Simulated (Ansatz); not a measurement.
Take GaN in the wurtzite structure (space group P6_3mc, No. 186; a = 3.183 Å, c = 5.186 Å) as the base.

It is then changed as follows: a negative pressure, −1 GPa.

Levels (all Ansatz, a quantum-chemistry and plane-wave program, PAW, earlier PAW set): PBEsol (420 eV, no spin-orbit coupling); HSE06 (420 eV, no spin-orbit coupling).

The geometry is relaxed with PBEsol.

* **PBEsol band gap**: 1.84 eV

**Question.** Predict the band gap from HSE06.

**Answer.** The band gap rises by 1.31 eV (1.84 eV → 3.15 eV).

Single points use the geometry relaxed with PBEsol. Load acts through the strain it causes; cell and atoms are relaxed under it. Stability against distortions was not tested.
